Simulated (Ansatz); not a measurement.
Coverage and cell size: N on the 1x1 (110) surface of bcc W, one adsorbate a cell, in each cell the lowest of the starts that converged. Energies against ½ N2(g), without dispersion, zero-point or thermal terms; small cells hold the layer to their symmetry. A negative adsorption energy means that the adsorbate is more stable on the surface than in its reference.

The numbers are results of PBE (plane waves to 420 eV, PAW; Ansatz, a program for electronic structure), not measurements.

```csv
"area an adsorbate, end state",atoms,E_ads (eV),height (Å),Δ work function (eV),rough cost
"7 Å², bonded to 3 W",5,-0.90,1.04,1.60,very roughly 90 core-seconds
"14 Å², bonded to 3 W",9,-1.62,1.08,?,roughly 5 core-minutes
"29 Å², bonded to 3 W",17,-1.91,1.12,?,roughly 14 core-minutes
```

Q: Fill in the missing entries.

A: 
- 14 Å², bonded to 3 W, Δ work function (eV): 0.76
- 29 Å², bonded to 3 W, Δ work function (eV): 0.16
